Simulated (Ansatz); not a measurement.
**Thermal expansion of GaSb in the zinc blende structure**

Method: quasi-harmonic lattice dynamics, PBEsol density-functional theory in Ansatz (plane waves, PAW); phonon mesh 5×5×5, k mesh 10×10×10. Dynamical quadrupoles are not included in the interpolation of the phonons between the solved wave vectors. Spin-orbit coupling is not included. The pressure is 5 GPa. The structure is held there; whether it is the stable one at that pressure was not tested.

```
T (K)  α_L (10⁻⁶/K)  C_P (J/mol/K)  bulk modulus B_T (GPa)      γ
-----  ------------  -------------  ----------------------  -----
50             -1.8           17.9                    73.7  -0.71
100             0.2           32.7                    73.4   0.05
150             1.6           40.4                    72.9   0.27
200             2.3           44.1                    72.4   0.36
250             2.7           46.0                    71.9   0.40
300             2.9           47.2                    71.4   0.42
350             3.1           47.9                    70.8   0.44
400             3.2           48.4                    70.3   0.45
450             3.3           48.7                    69.8   0.45
500             3.4           49.0                    69.3   0.46
550             3.5           49.2                    68.8   0.47
600             3.6           49.3                    68.3   0.47
650             3.6           49.5                    67.8   0.48
700             3.7           49.6                    67.3   0.48
750             3.7           49.7                    66.8   0.49
```

The conventional lattice constants at 300 K is a = 5.957 Å. The entropy at 300 K is 75.7 J/(mol K), the adiabatic bulk modulus at 300 K is 71.4 GPa and the bulk modulus without vibrations comes out as 74.6 GPa. The zero-point volume expansion is 0.25 %.

Whether this phase is the stable one at each condition was not tested.

The PAW data sets were generated under PBE and serve the other functionals too.

Ansatz is an electronic-structure program.
